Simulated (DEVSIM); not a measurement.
Device: abrupt Si p-n junction, at 300 K.

```
layer (left to right)  material  thickness (μm)  Nd (cm⁻³)  Na (cm⁻³)  τn (s)  τp (s)
---------------------  --------  --------------  ---------  ---------  ------  ------
1                            Si            1.40          -     8.6e15  1.2e-5  1.2e-5
2                            Si            96.0     5.8e14          -  1.2e-5  1.2e-5
```

Left contact: ohmic. Right contact: ohmic. Voltage is applied to the left contact. Recombination: SRH at mid-gap. Mobility is constant in doping.

Constants are typed, rounded textbook-type inputs, not results; the design itself was drawn at random and stands for no fabricated device. Values at 300 K.

```
parameter           Si
-------------  -------
gap (eV)         1.124
affinity (eV)     4.05
permittivity      11.7
Nc (cm⁻³)      2.86e19
Nv (cm⁻³)       3.1e19
μn (cm²/Vs)       1417
μp (cm²/Vs)        470
```

Model (solved in DEVSIM): 1D drift-diffusion, Boltzmann statistics, complete ionisation; no tunnelling, impact ionisation, image-force lowering or self-heating.

The doping Nd of layer 2 was swept, all else fixed.

```json
[
 {"doping Nd of layer 2 (cm^-3)": "1.7e13", "dark forward voltage at 1 A/cm² (V)": "0.742", "potential step across the device at zero bias (V)": "0.542", "largest field in the device at zero bias (V/cm)": "5200"},
 {"doping Nd of layer 2 (cm^-3)": "5.8e13", "dark forward voltage at 1 A/cm² (V)": "0.680", "potential step across the device at zero bias (V)": "0.573", "largest field in the device at zero bias (V/cm)": "5600"},
 {"doping Nd of layer 2 (cm^-3)": "1.7e14", "dark forward voltage at 1 A/cm² (V)": "0.640", "potential step across the device at zero bias (V)": "0.601", "largest field in the device at zero bias (V/cm)": "6700"},
 {"doping Nd of layer 2 (cm^-3)": "5.8e14", "dark forward voltage at 1 A/cm² (V)": "0.600", "potential step across the device at zero bias (V)": "0.633", "largest field in the device at zero bias (V/cm)": "10000"},
 {"doping Nd of layer 2 (cm^-3)": "1.7e15", "dark forward voltage at 1 A/cm² (V)": "0.575", "potential step across the device at zero bias (V)": "0.661", "largest field in the device at zero bias (V/cm)": "16000"},
 {"doping Nd of layer 2 (cm^-3)": "5.8e15", "dark forward voltage at 1 A/cm² (V)": "0.557", "potential step across the device at zero bias (V)": "0.692", "largest field in the device at zero bias (V/cm)": "26000"},
 {"doping Nd of layer 2 (cm^-3)": "1.7e16", "dark forward voltage at 1 A/cm² (V)": "0.551", "potential step across the device at zero bias (V)": "0.720", "largest field in the device at zero bias (V/cm)": "34000"}
]
```

From the first row to the last the dark forward voltage at 1 A/cm² goes from 0.742 to 0.551. From the first row to the last the potential step across the device at zero bias goes from 0.542 to 0.720.
